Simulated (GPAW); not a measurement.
Input and output of a relaxation of the atoms for TiCo (P4mm, 2 atoms in the cell) (GPAW).

Computed with LDA (Perdew-Wang 92), GPAW PAW datasets LDA (gpaw-data 1.0.1) (plane waves; GPAW 25.7.0).

The change in words: one atom moved by 0.15 angstrom; optimizer: default → BFGS; fmax: default → 0.2 eV/Å. Reference geometry:
```xyz
2
Lattice="2.9810 0.0000 0.0000 0.0000 2.9810 0.0000 0.0000 0.0000 2.9810" Properties=species:S:1:pos:R:3 pbc="T T T"
Ti     0.0000     0.0000     0.0000
Co     1.4905     1.4905     1.4905
```

Reference input (self-consistent single point, DFT LDA (Perdew-Wang 92), plane waves, GPAW PAW datasets LDA (gpaw-data 1.0.1)): mode = pw; ecut = 800 eV; xc = LDA; kpts = 7 7 7; mesh shift (steps) = 0 0 0; occupations.name = fermi-dirac; occupations.width = 0.1 eV; nbands = -6; convergence.density = 1e-05 e/electron; convergence.energy = 1e-05 eV/electron; symmetry.symmorphic = false; symmetry.tolerance = 0.0005. This run's input differs from it in these lines:

```diff
@@ -1,2 +1,3 @@
 from ase import Atoms
+from ase.optimize import BFGS
 from ase.units import GPa
@@ -8,3 +9,3 @@
                     [0.000000, 0.000000, 2.981030]],
-              scaled_positions=[[0.000000, 0.000000, 0.000000],
+              scaled_positions=[[0.000000, 0.000000, 0.050318],
                                 [0.500000, 0.500000, 0.500000]],
@@ -23,2 +24,8 @@
 
+opt = BFGS(atoms, logfile='-')
+converged = opt.run(fmax=0.2, steps=40)
+print('Relaxation converged:', converged)
+print('Cell:', atoms.cell.cellpar().round(4))
+print(atoms.get_scaled_positions().round(5))
+
 energy = atoms.get_potential_energy()
```

Output, abridged:

```
     iter     time        total  log10-change:
                         energy   eigst   dens
iter:   1 --:--:--   -18.985583
iter:   2 --:--:--   -18.159079   -0.57  -1.26
iter:   3 --:--:--   -17.928163   -1.23  -1.36
iter:   4 --:--:--   -17.919214   -1.08  -1.45
iter:   5 --:--:--   -18.235180   -0.38  -1.53
   [... 10 lines left out ...]
iter:  16 --:--:--   -17.688162   -3.06  -2.64
iter:  17 --:--:--   -17.686314   -3.72  -2.86
iter:  18 --:--:--   -17.686019   -4.01  -2.89
iter:  19 --:--:--   -17.685922   -4.63  -2.94
iter:  20 --:--:--   -17.685862c  -5.00  -3.18
iter:  21 --:--:--   -17.685846c  -5.54  -3.32
   [... lines left out ...]
iter:  23 --:--:--   -17.685843c  -4.96  -3.39
iter:  24 --:--:--   -17.685811c  -5.25  -3.39
   [... 3 lines left out ...]
iter:  28 --:--:--   -17.685749c  -6.44  -4.01
iter:  29 --:--:--   -17.685750c  -5.82  -4.05
iter:  30 --:--:--   -17.685750c  -6.31  -4.14
iter:  31 --:--:--   -17.685749c  -6.33  -4.31
iter:  32 --:--:--   -17.685748c  -7.76c -4.48
iter:  33 --:--:--   -17.685750c  -6.81  -4.52
iter:  34 --:--:--   -17.685749c  -7.73c -4.51
iter:  35 --:--:--   -17.685750c  -7.94c -4.58
iter:  36 --:--:--   -17.685750c  -6.93  -4.63
iter:  37 --:--:--   -17.685750c  -7.42c -4.71
iter:  38 --:--:--   -17.685750c  -8.18c -5.38c
Converged after 38 iterations.

Dipole moment: (-0.000000, -0.000000, -2.217356) |e|*Ang

Energy contributions relative to reference atoms: (reference = -61012.215763)

Kinetic:        +12.805031
Potential:      -11.868539
External:        +0.000000
XC:             -18.529842
Entropy (-ST):   -0.106350
Local:           -0.039224
SIC:             +0.000000
--------------------------
Free energy:    -17.738925
Extrapolated:   -17.685750

Showing only first 2 kpts
 Kpt  Band  Eigenvalues  Occupancy
  0     8      8.46796    2.00000
  0     9      8.46796    2.00000
  0    10     10.54079    0.00252
  0    11     10.71413    0.00045

  1     8      8.43937    2.00000
  1     9      8.45888    2.00000
  1    10     10.51564    0.00324
  1    11     10.61364    0.00122

Fermi level: 9.87332

No gap
   [... lines left out ...]
Free energy:    -17.745687
Fermi level: 9.87362
No gap
Free energy:    -17.776999
Fermi level: 9.87509
No gap
   [... lines left out ...]

BFGS:    2 --:--:--      -17.776999        0.033102
Relaxation converged: True
Cell: [ 2.981  2.981  2.981 90.    90.    90.   ]
[[0.      0.      0.02362]
 [0.5     0.5     0.52675]]
Energy (eV): -17.724615
Stress tensor:
     0.085700     0.000000     0.000000
     0.000000     0.085700     0.000000
     0.000000     0.000000     0.085736
Stress (GPa, Voigt): [13.7307 13.7307 13.7365  0.      0.      0.    ]
```

The run converged. GPAW prints stress with tension positive. 

Summary of the result:
Free energy E − TS (from the program's reference atoms): -17.7770 eV
Fermi level (on the code's own zero): 9.88 eV
Pressure: -13.73 GPa
Largest force (vector length): 0.033 eV/Å
Relaxation steps: 2

The starting cell has typed, rounded lattice constants, without a prior relaxation at this level. Its lattice was rescaled by up to half a per cent. For this run, on top of that: one atom moved by 0.15 angstrom. Spin polarisation is off. The relaxation keeps the symmetry of its start, so its end need not be a minimum.

Cost on one core of a shared machine: roughly 40 s.
